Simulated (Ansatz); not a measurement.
System: HfIr₃ (model structure, started from the D022 type, I4/mmm, No. 139, 4 atoms in the cell). Method: PBEsol (Ansatz, a quantum-chemistry and plane-wave program, PAW).

Excerpt of the program's output:

```
Relaxation: its limit of steps is 80 (relax.max_steps)
Crystal: 4 atoms, lattice volume = 62.087 Å³
Basis set: ecut = 520 eV, 1679 PW (Γ), exchange–correlation on 80×80×80 points (8 copies of the dense FFT grid, shifted against one another)
Bands: 47, of which v1, the nominal top of the filled ones, is band 39 counted from 1 (38 counted from 0)
Symmetry: 16 space group operations
Space group: I4/mmm (ITA 139), of the structure as read, at distance tolerance 4.0e-5 Å
k-points: 641 of 8000
Functional: x = pbesol(κ = 0.804, μ = 0.12345679012345678), c = pbesol(β = 0.046)
SCF iter   1: F=—  HF=-50997.547038 eV  |F-HF|=—  |Δ(HF+E_count)|=         —  Δρ=1.27e-2  dr2=1.32e-1
SCF iter   2: F=—  HF=-50997.531135 eV  |F-HF|=—  |Δ(HF+E_count)|=   1.59e-2  Δρ=6.68e-3  dr2=4.32e-2
  ...
SCF 1 converged in 8 iterations: F = -50997.522665 eV  dr2 = 3.04e-9
Crystal: 4 atoms, lattice volume = 62.087 Å³
Initial density: handed on by an earlier stage of this run
SCF 2 converged in 6 iterations: F = -50997.522665 eV  dr2 = 4.06e-11
Crystal: 4 atoms, lattice volume = 62.087 Å³
SCF 3 converged in 7 iterations: F = -50997.522666 eV  dr2 = 3.02e-13
Crystal: 4 atoms, lattice volume = 62.087 Å³
SCF iter   6: F=-50997.522666 eV  HF=-50997.522666 eV  |F-HF|=0.00e0  |Δ(HF+E_count)|=  1.46e-11  Δρ=1.08e-8  dr2=6.11e-14
SCF iter   7: F=-50997.522666 eV  HF=-50997.522666 eV  |F-HF|=1.46e-11  |Δ(HF+E_count)|=    0.00e0  Δρ=5.17e-9  dr2=1.28e-14
SCF 4 converged in 7 iterations: F = -50997.522666 eV  dr2 = 1.28e-14
SCF converged after 7 iterations
Free energy (F): -50997.522666 eV
Internal energy: -50997.495559 eV  (E = F + TS)
E sigma→0 (E₀):  -50997.509112 eV
Fermi energy:    24.110503 eV
--- Forces (eV/Å), atoms counted from 1 ---
  atom   1  Ir    -0.00000000    -0.00000000    -0.00000000
  atom   2  Ir     0.00000000     0.00000000     0.00000000
  atom   3  Ir     0.00000000    -0.00000000     0.00000000
  atom   4  Hf     0.00000000     0.00000000    -0.00000000
--- Stress (GPa, compression-positive) ---
       -5.635031      -0.000000       0.000000
       -0.000000      -5.635031      -0.000000
        0.000000       0.000000      -5.635022
  P = ⅓ Tr σ = -5.6350 GPa (-56.350 kbar)
```

Question: Write an input file that could have produced this run (the log leaves some choices open).

Answer: This is not unique; one that fits is 
Ansatz 0.2 input:
```yaml
crystal:
  lattice:
    - [-1.9789179076, 1.9789179076, 3.9635635214]
    - [1.9789179076, -1.9789179076, 3.9635635214]
    - [1.9789179076, 1.9789179076, -3.9635635214]
  atoms:
    - { symbol: Ir, position: [0.5, 0.5, 0.0] }
    - { symbol: Ir, position: [0.75, 0.25, 0.5] }
    - { symbol: Ir, position: [0.25, 0.75, 0.5] }
    - { symbol: Hf, position: [0.0, 0.0, 0.0] }
basis:
  ecutwfc: 520
  ecutrho_ratio: 4
  xc_grid: 2
kpoints:
  mp_grid: { grid: [20, 20, 20] }
hamiltonian:
  xc: pbesol
  dispersion: none
  pseudopotentials: { kind: paw }
scf:
  occupations: { method: fermi_dirac, width: 0.05 }
output:
  forces: true
  stress: true
  eigenvalues: true
relax:
  f_tol: 0.004
  escape_saddle: false
  max_steps: 80
  cell: { stress_tol: 0.02, fix: [volume] }
```

The cell is one volume of an energy–volume scan, off the minimum.

The PAW data were made under PBE.

Note: the run has no spin polarisation, so it can have missed a magnetic state. Note: the relaxation could raise the start's symmetry but not lower it, so the cell can be a saddle point.

A model structure was made by putting elements into a prototype or built by hand; it is no filed structure, need not be a known phase, and can be a saddle point held by its symmetry.
